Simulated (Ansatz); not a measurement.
```yaml
crystal:
  lattice:
    - [2.45986, 0.00000, 0.00000]
    - [0.00000, 2.45986, 0.00000]
    - [1.22993, -1.22993, 1.77306]
  atoms:
    - { symbol: C, position: [0.00000, 0.00000, 0.00000] }
    - { symbol: C, position: [0.75000, 0.75000, 0.50000] }
```

No spin polarisation.

Method: Ansatz (a quantum-chemistry and plane-wave program) LDA, no spin-orbit coupling. Γ-centred 16×16×16 mesh, Fermi–Dirac width 0.05 eV.

Task: Estimate the valence-band top at Γ (three highest levels, from the VBM).

Result: 0.00, 0.00, -0.31 eV.

Task: Estimate the smallest direct gap.

Result: 5.52 eV.

Task: Estimate the band gap.

Result: 3.98 eV.

The cells carry an imposed strain or load. No phonon test of stability was made. The cell was made from C in the diamond structure (space group Fd-3m, No. 227) by this change: biaxial strain −1.50 %, plane normal [001], relaxed out of plane.
